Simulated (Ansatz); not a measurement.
Cubic perovskite EuTiO₃ was calculated with PBEsol in Ansatz (plane waves, PAW).

Settings: plane-wave cutoff 500 eV, 10×10×10 k mesh, Fermi–Dirac smearing 0.05 eV, spin-polarised with parallel moments, scalar-relativistic PAW data made under PBE.

Computed at the level's own relaxed cell.

Task: Estimate the equilibrium volume per atom and lattice constant a that the calculation returns.

Result: 
- equilibrium volume per atom = 11.66 Å³/atom
- lattice constant a = 3.878 Å

Note: the magnetic order was assumed, not searched for or taken from measurement; the 4f shell is treated without U or exact exchange, so its levels and filling can be wrong.

Spin–orbit coupling is not included.

The computed numbers hold no vibrational or temperature effects.

Cost on a shared machine: very roughly 120 core-seconds.

Ansatz is a first-principles code.
